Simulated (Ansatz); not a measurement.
SrTiO3: x(Ba) = 0.5, 10 atoms, P4/mmm (arrangement A)

The reference is SrTiO₃ in the cubic perovskite structure (space group Pm-3m, No. 221; a = 3.891 Å).

The other end (x = 1) is BaTiO3 in the cubic perovskite structure (space group Pm-3m, No. 221): 12.51 Å³/atom, gap 1.82 eV; this end may not be an ambient phase.

Now apply this change: a fraction x = 0.5 of the Sr sites is given to Ba, ordered in a cell of 10 atoms (starting symmetry P4/mmm) and fully relaxed.

Level of theory: Ansatz (a first-principles code) PBEsol, no spin-orbit coupling. k-mesh 6×6×8 (Γ-centred); smearing 0.05 eV (Fermi–Dirac), for the changed cell.

```csv
quantity,base,changed,shift
volume per atom,11.78 Å³,12.15 Å³,+0.37 Å³
band gap,1.85 eV,1.83 eV,-0.02 eV
"gap character (in this cell's own zone, which can be folded)",–,"indirect, Z → Γ",–
mixing energy,–,+3 meV/atom,–
deviation of the volume from the linear (Vegard-type) interpolation,–,0.0 %,–
"bowing parameter b of this ordering, from Eg = [1−x] Eg[0] + x Eg[1] − b x [1−x]",–,0.0 eV,–
```

Cost of the whole job for the changed cell (relaxation, final SCF and bands): around 70 core-seconds (rough).

Each cell is one ordered arrangement of few atoms, which overstates ordering effects compared with a random alloy. Whether these cells are dynamically stable was not tested. All final runs are without spin polarisation. Many cubic perovskites are stable only at high temperature; tilts and polar distortions were not tested. This is not the structure that BaTiO3 has at room temperature and ambient pressure. Labels are those of the standard path for the cell's own space group.
